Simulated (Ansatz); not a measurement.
Band structure of CaBr2 (Pnnm, 6 atoms in the cell).

```
CaBr2
1.0
    6.65497     0.00000     0.00000
    0.00000     6.90553     0.00000
    0.00000     0.00000     4.36577
Ca Br
2 4
Direct
  0.00000   0.00000   0.00000
  0.50000   0.50000   0.50000
  0.27545   0.32747   0.00000
  0.72455   0.67253   0.00000
  0.77545   0.17253   0.50000
  0.22455   0.82747   0.50000
```

Computed with PBEsol, PAW files made with PBE (plane waves; Ansatz, a first-principles code).

Settings: kpoints.mp_grid.grid = 2 2 3; hamiltonian.xc = pbesol; hamiltonian.pseudopotentials = {kind: paw} (the program's default PAW files); scf.occupations.method = fixed; kpoints.band_path.npoints = 8.

The starting cell comes from a database of computed structures (which also holds hypothetical and non-ambient phases and stackings), without a prior relaxation at this level.

Q: Predict the gap along the standard path and the places of the band edges.

A: The gap along the path is 4.46 eV, direct at Γ to within 0.01 eV.

Levels in eV from the top of the valence band on the path, bands 21 to 28:
```csv
point,21,22,23,24,25,26,27,28
Γ,-0.40,-0.14,-0.12,0.00,4.46,4.48,4.94,5.35
X,-0.86,-0.86,-0.60,-0.60,5.46,5.46,5.56,5.56
S,-0.78,-0.78,-0.34,-0.34,4.94,4.94,5.73,5.73
Y,-0.73,-0.73,-0.17,-0.17,4.90,4.90,5.65,5.65
Z,-0.77,-0.77,-0.29,-0.29,4.87,4.87,5.63,5.63
U,-0.57,-0.57,-0.52,-0.52,4.69,4.69,5.74,5.74
R,-0.43,-0.43,-0.34,-0.34,5.29,5.29,5.30,5.30
T,-0.65,-0.65,-0.61,-0.61,4.76,4.76,5.46,5.46
```

Keys are those of Ansatz 0.2.
